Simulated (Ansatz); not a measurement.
System: O vacancy in monoclinic HfO2 strained by -1.5 % along x and y, z held (charge state +2). Calculation: PBE, PAW (plane waves to 420 eV; Ansatz, a program for electronic structure).

Cell of 96 host sites held at the strained lattice (strain from the relaxed PBE one, atoms relaxed); the Γ point alone; Fermi-Dirac width 0.01 eV, spin-restricted; finite-size errors left in. Static, classical nuclei. Spin-orbit coupling is left out. The charge state is imposed; whether it is stable for some Fermi level was not computed. Forms of the defect that were not tried may lie lower. The start lies 0.73 eV above the lowest site run (PBE).

Barriers: single points on a 2×2×2 k-point mesh shifted by half a step at the bands' geometries.

The step: one O atom jumps into the vacancy from a nearby O site. Atoms about the jump, Cartesian Å from the middle of the jump, before and after:

| atom | x0 | y0 | z0 | x1 | y1 | z1 |
|---|---|---|---|---|---|---|
| O1 | 0.13 | -0.89 | 0.07 | -0.13 | 0.89 | -0.07 |
| Hf2 | 0.95 | 0.15 | 1.68 | 0.95 | 0.31 | 1.69 |
| Hf3 | -0.95 | -0.31 | -1.69 | -0.95 | -0.15 | -1.68 |
| O4 | -2.06 | -1.75 | -0.83 | -1.83 | -1.70 | -0.71 |
| O5 | 1.83 | 1.70 | 0.71 | 2.06 | 1.75 | 0.83 |
| O6 | 0.70 | -1.35 | -2.56 | 0.68 | -1.33 | -2.42 |
| O7 | -0.68 | 1.33 | 2.42 | -0.70 | 1.35 | 2.56 |
| Hf8 | -1.34 | -2.33 | 1.08 | -1.45 | -2.44 | 1.18 |
| Hf9 | 1.45 | 2.44 | -1.18 | 1.34 | 2.33 | -1.08 |
| O10 | -0.18 | -1.33 | 2.74 | -0.15 | -1.33 | 2.61 |
| O11 | 0.15 | 1.33 | -2.61 | 0.18 | 1.33 | -2.74 |

Task: Predict the transition state.

Result: 
```json
[
 {"atom": "O1", "x": "0.00", "y": "-0.01", "z": "-0.01"},
 {"atom": "Hf2", "x": "0.97", "y": "0.23", "z": "1.72"},
 {"atom": "Hf3", "x": "-0.98", "y": "-0.24", "z": "-1.74"},
 {"atom": "O4", "x": "-1.95", "y": "-1.79", "z": "-0.83"},
 {"atom": "O5", "x": "1.94", "y": "1.78", "z": "0.81"},
 {"atom": "O6", "x": "0.68", "y": "-1.37", "z": "-2.53"},
 {"atom": "O7", "x": "-0.69", "y": "1.36", "z": "2.51"},
 {"atom": "Hf8", "x": "-1.42", "y": "-2.38", "z": "1.11"},
 {"atom": "Hf9", "x": "1.41", "y": "2.36", "z": "-1.12"},
 {"atom": "O10", "x": "-0.17", "y": "-1.34", "z": "2.67"},
 {"atom": "O11", "x": "0.16", "y": "1.32", "z": "-2.69"}
]
```
It lies 0.36 eV above the start and 0.36 eV above the end. The saddle point's order was not checked, and it lies on a symmetry element of the cell, where a band can be held.
